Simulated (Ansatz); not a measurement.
The starting structures come from a database of crystals and need not be the phases stable at ambient conditions.

 Where the default PAW files enter, the runs use the earlier of Ansatz's two default sets.

The decay constant κ of evanescent states in the gap governs leakage through a thin film.

Input:

```xyz
12
Lattice="3.3336 0.0000 0.0000 0.0000 5.5564 0.0000 0.0000 0.0000 6.5050" Properties=species:S:1:pos:R:3 pbc="T T T"
Hf     2.5002     4.1746     0.7017
Hf     0.8334     1.3818     5.8033
Hf     0.8334     4.1600     3.9542
Hf     2.5002     1.3964     2.5508
O      0.8334     5.4409     2.2211
O      2.5002     0.1155     4.2839
O      2.5002     2.8937     5.4736
O      0.8334     2.6627     1.0314
O      0.8334     4.7813     6.0067
O      2.5002     0.7751     0.4983
O      2.5002     3.5533     2.7542
O      0.8334     2.0031     3.7508
```

Space group of this cell: Pnma. The cell is taken as given; by r2SCAN its mean pressure is -3.3 GPa.

Transport runs along the normal of the first two printed cell vectors.

The gap is the functional's own, uncorrected, and κ follows it; spin-orbit coupling is left out. Mid-gap values are interpolated between the computed energies.

Problem. Predict the band gap and the smallest decay constant κ at mid-gap from r2SCAN run with Ansatz (a program for electronic structure).

Solution. Gap 3.98 eV on a 10×6×6 mesh; κ = 0.412 1/Å, at the zone centre.
